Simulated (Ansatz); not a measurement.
Cost and result by functional for the adsorption energy of CO on the 1x1 (10-10) surface of wurtzite ZnO (cut with top plane O + Zn), one in a 2x1 cell, started at the site 'top Zn', in Ansatz (plane waves, PAW). Single points on the PBE structure, on one kind of machine; costs are rough ratios of the slab run's core time (references not counted) to the cheapest single point. r2SCAN's cost holds its higher cutoff (500 against 420 eV). Differences are taken against HSE06 for comparison alone: no measured value is at hand, so the table doesn't rank accuracy. HSE06 ran on a coarser k-mesh, which lowers its cost and may carry part of its shift.

Host crystal: wurtzite ZnO, with a band gap (PBE, scalar-relativistic without spin-orbit coupling).

Model: 34-atom slab, 9.4 Å thick at the start under the adsorbate (thin: gaps and levels are the slab's own), 3x4x1 mesh, Fermi-Dirac 0.01 eV, dipole correction, 16 atoms held, the rest relaxed; start symmetry kept, larger cells not searched; no spin, no spin-orbit, no U, no dispersion correction. At the end it is bonded to Zn. In PBE it is, or lies within 0.03 eV of, the lowest of the starts that converged. These notes are the PBE run's. Adsorption energies are against CO(g). A negative adsorption energy means that the adsorbate is more stable on the surface than in its reference.

```tsv
functional	relative cost	adsorption energy (eV)	less HSE06 (eV)
RPBE	1	-0.15	0.12
r2SCAN	2	-0.43	-0.16
HSE06	20	-0.28	0.00
PBE (the relaxed run's value)	–	-0.34	-0.06
```

The values span 0.28 eV, while the single points' costs differ by a factor of roughly 20. Differences are of unrounded values.

Ansatz is an electronic-structure program.
